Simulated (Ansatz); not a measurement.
## A computed series for TiB2: pressure series

Take TiB2 (space group P6/mmm, No. 191; a = 3.032 Å, c = 3.224 Å) as the base.

Cell and atoms are relaxed at each pressure.

Method: PBE (Ansatz, a first-principles code, PAW, spin-orbit coupling left out).

Notes on the quantities. enthalpy: H = E + PV relative to the base's energy.

| variant | lattice parameter a | enthalpy |
|---|---|---|
| base | 3.032 Å | – |
| pressure −2 GPa | 3.039 Å | -0.11 eV/atom |
| pressure −1 GPa | 3.035 Å | -0.05 eV/atom |
| pressure 1.8 GPa | ___ | +0.10 eV/atom |
| pressure 4.2 GPa | 3.018 Å | +0.22 eV/atom |
| pressure 9 GPa | 3.003 Å | +0.47 eV/atom |
| pressure 18 GPa | 2.977 Å | +0.93 eV/atom |
| pressure 30 GPa | 2.946 Å | +1.52 eV/atom |
| pressure 45 GPa | 2.912 Å | +2.23 eV/atom |
| pressure 60 GPa | 2.883 Å | +2.92 eV/atom |

Task: Some entries are withheld; estimate them.

Result: 
- pressure 1.8 GPa, lattice parameter a: 3.026 Å

Load acts through the strain it causes; cell and atoms are relaxed under it. No phonon test of stability was made. No other phases were tried under pressure. All final runs are without spin polarisation.
